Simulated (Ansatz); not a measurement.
Troubleshooting Ansatz (a first-principles code): a failed run on MnS (Fm-3m, 4 atoms in the cell). The aim is a self-consistent single point with DFT, PBEsol, plane waves, PAW files made with PBE.

Cell that was meant: a = 6.5050 Å, b = 6.5050 Å, c = 6.5050 Å, α = 33.56°, β = 33.56°, γ = 33.56°.

Part of the input:

Ansatz 0.2 input:
```yaml
  spin_polarized: true
scf:
  occupations: { method: gaussian, width: 0.05 }
  max_iter: 3
output:
  forces: true
  eigenvalues: true
```

Output, abridged:

```
SCF iter   1: F=—  HF=-9508.718195 eV  |F-HF|=—  |Δ(HF+E_count)|=         —  Δρ=4.31e-2 (↑4.31e-2 ↓4.31e-2)  dr2=4.25e0  dr2_m=9.62e-2  M=0.000 μB ∫|m|=8.999 μB  β_m=0.30  ethr=3.10e-3  ⟨swp⟩=6.4  Hψ=13286  notcnv=0
Mixer restart at iter 1: flushing history
all-band conjugate gradients solve this SCF's bands
preconditioner: auto → Resta (q_TF=auto, 2.477 Å⁻¹)
spin=Collinear: Resta preconditioning applied to the charge; magnetization (m = ρ↑ − ρ↓) channel mixes plain (no charge-response kernel on spin).
SCF iter   2: F=—  HF=-9508.701747 eV  |F-HF|=—  |Δ(HF+E_count)|=   1.64e-2  Δρ=2.19e-2 (↑2.19e-2 ↓2.19e-2)  dr2=9.88e-1  dr2_m=8.54e-2  M=0.000 μB ∫|m|=9.029 μB  β_m=0.42  ethr=3.10e-3  ⟨swp⟩=6.4  Hψ=8979  notcnv=0
SCF iter   3: F=—  HF=-9508.816849 eV  |F-HF|=—  |Δ(HF+E_count)|=   1.15e-1  Δρ=9.58e-3 (↑9.58e-3 ↓9.58e-3)  dr2=1.17e-1  dr2_m=3.75e-2  M=0.000 μB ∫|m|=9.011 μB  β_m=0.63  ethr=2.35e-3  ⟨swp⟩=6.2  Hψ=9048  notcnv=0
Error: did not converge after 3 iterations: dr2 = 1.17e-1 (threshold 1.00e-7), under the density mixer `msr1`, which `scf.mixing.algorithm: auto` chose by the deck's other keys (type `scf.mixing.algorithm: msr1` to keep it); raise `scf.max_iter`, which need not help a stalled SCF, or adjust the mixing (`scf.mixing`) or, under a smearing, its width (`scf.occupations.width`, in either direction: another width is another result); this SCF holds its density and magnetisation to the symmetry operations that it keeps, and cannot end on a state that breaks one of them: if the state sought breaks one, re-run with `crystal.symmetry.detect: false`, without `crystal.symmetry.time_reversal: [...]
```

Q: Diagnose the run.

A: The fault is an iteration limit that is too low. The loop is cut before its threshold is met, so whatever is printed at the end is not self-consistent. To fix it, raise the limit, or leave it to the default. The run ended unconverged after 3 iterations.

An input that runs soundly differs in these lines (not the only fix; some lines may just follow from the change or write a value another way):
```diff
-  max_iter: 3
```

With that input, the run converged in 10 iterations: free energy E − TS (on the zero of these files) -9508.8027 eV; top of the valence band (on the code's own zero) 8.77 eV; gap on the k-point mesh 1.07 eV; pressure -10.10 GPa; size of the cell's spin moment 0.00 μB (DFT, PBEsol, plane waves, PAW files made with PBE).

On the sound input: the starting cell has typed, rounded lattice constants, without a prior relaxation at this level. Its lattice was rescaled by a random factor within 2.5 % of one. The magnetic order is the one reached from the typed start; others were not searched systematically. With a pressure of about -10 GPa the cell is away from its equilibrium volume at this level. Ansatz's pressure includes its estimate of the finite-basis (Pulay) stress.
